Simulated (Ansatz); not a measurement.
Formation energy of the bound charge states of Se_F in rock-salt LiF (start: the F site; 64-site cell, 2×2×2 shifted sampling) against the Fermi level, Li-rich (Δμ(F) = -5.89 eV, Δμ(Se) = -3.81 eV, bounded by Li2Se (Fm-3m); only phases computed here count, gases as isolated molecules at 0 K). Calculation: PBE, PAW (plane waves to 420 eV; Ansatz, a quantum-chemistry and plane-wave program).

Set-up: 64-site cell; 2×2×2 shifted k-points; host gap 8.83 eV; charged states image-corrected; finite-size errors of tenths of an eV; flagged in the runs: a doubtful potential alignment.

| E_F − E_VBM (eV) | q = +1 | q = 0 | q = −1 |
|---|---|---|---|
| 0.00 | 3.81 | 6.33 | 10.12 |
| 1.10 | 4.92 | 6.33 | 9.01 |
| 2.21 | 6.02 | 6.33 | 7.91 |
| 3.31 | 7.12 | 6.33 | 6.81 |
| 4.41 | 8.23 | 6.33 | 5.70 |
| 5.52 | 9.33 | 6.33 | 4.60 |
| 6.62 | 10.43 | 6.33 | 3.50 |
| 7.72 | 11.54 | 6.33 | 2.39 |
| 8.83 | 12.64 | 6.33 | 1.29 |

Crossings of the lowest lines: (+1/0) at 2.51 eV; (0/−1) at 3.79 eV.
